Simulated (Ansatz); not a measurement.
Start from HgS in the zinc blende structure (space group F-43m, No. 216; a = 5.9916 Å).

Computed with plane-wave PAW DFT at the PBE level (Ansatz, a program for electronic structure, 420 eV), no spin-orbit coupling.

Strains are applied to the cell and any free atomic positions relax.

One change was made to it. Results:

The band gap stays zero; the energy grows by 9.1 meV/atom.

Which change produced these results?
A) isotropic strain −2.50 %
B) isotropic strain −2.00 %
C) isotropic strain −1.50 %

C, isotropic strain −1.50 %. For comparison, the energy relative to the base in the other runs: isotropic strain −2.50 % gives +26 meV/atom; isotropic strain −2.00 % gives +16 meV/atom.

A case with no gap was solved on a k-mesh chosen for an insulator, which is coarse for it. Spin-orbit coupling, missing from the scalar runs, can matter with Hg. Stability against distortions was not tested. All final runs are without spin polarisation. A zero or small gap of HgS can be the functional's error rather than a property of the material.
